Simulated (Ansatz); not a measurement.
Base system: CsSnI₃ in the cubic perovskite structure (space group Pm-3m, No. 221; a = 6.0305 Å). Axes: x, y, z lie along the cube axes.

Method: LDA/PAW in Ansatz (a quantum-chemistry and plane-wave program), spin-orbit coupling left out.

For the base:

The volume per atom is 43.86 Å³. The pressure comes out as 0.0 GPa and the band gap is zero.

Modification: biaxial strain +0.60 %, plane normal [001], relaxed out of plane (Cartesian); in-plane vectors clamped, the third vector and the atoms free.

Task: Estimate the effect on the energy relative to the base, volume per atom, pressure and band gap.

Result: The energy rises by 0.5 meV/atom; the volume per atom goes up by 0.47 Å³ to 44.33 Å³; the pressure (mean of the normal stresses, compression positive) goes from zero to -0.2 GPa; the band gap remains zero.

With I present, leaving out spin-orbit coupling can change the band edges. Stability against distortions was not tested. All final runs are without spin polarisation. Many cubic perovskites are stable only at high temperature; tilts and polar distortions were not tested. The zero or small gap of CsSnI3 can change with the level of theory.
